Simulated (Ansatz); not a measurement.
## Li interstitial in rock-salt MgO

Computed with PBE, PAW (plane waves to 420 eV; Ansatz, an electronic-structure program). Cell: 64 sites, 2×2×2; final energies on a 2×2×2 shifted mesh. Site at the start: void with 4Mg4O nearest. Charged cells carry a point-charge image correction with potential alignment at far atoms. Dielectric constants: PBE linear response of the host. Host gap at this level: 4.46 eV. These values are not converged in cell size to better than tenths of an eV. Levels are measured in PBE's own, too narrow, gap. Spin–orbit coupling is left out. Each state is the lowest found from its start.

Formation energies E_f are given with the Fermi level at the valence-band maximum. Chemical conditions: Mg-rich (Δμ(Li) = -0.076 eV, bounded by Li2O (Fm-3m); only phases computed here count, gases as isolated molecules at 0 K); O-rich (Δμ(Li) = -2.82 eV, bounded by Li2O2 (P6_3/mmc); only phases computed here count, gases as isolated molecules at 0 K). Reference phases: Li: bcc Li.

The name describes the start; the neighbours show where the added atom ended.

| charge | moment (μB) | point group | largest move off a lattice site (Å) | neighbours of the added atom at the end (Å) | image correction with alignment (eV) | E_f, Mg-rich (eV) | E_f, O-rich (eV) |
|---|---|---|---|---|---|---|---|
| +1 | not spin-polarised | Td | 0.25 | O 1.80, O 1.80, O 1.80, O 1.80 | 0.29 | -0.19 | 2.55 |
| 0* | fractional | – | 0.26 | O 1.80, O 1.80, O 1.80, O 1.80 | – | – | – |

* At this level the carrier isn't localised at the defect: at charge 0 electrons occupy the conduction band. Such a state is shallow or no state of the defect, and this cell gives it no level.

Point groups are those of the whole cell at tolerances of 0.03 and 0.1 Å ("near" where only the looser one holds); none is given for unsettled states.
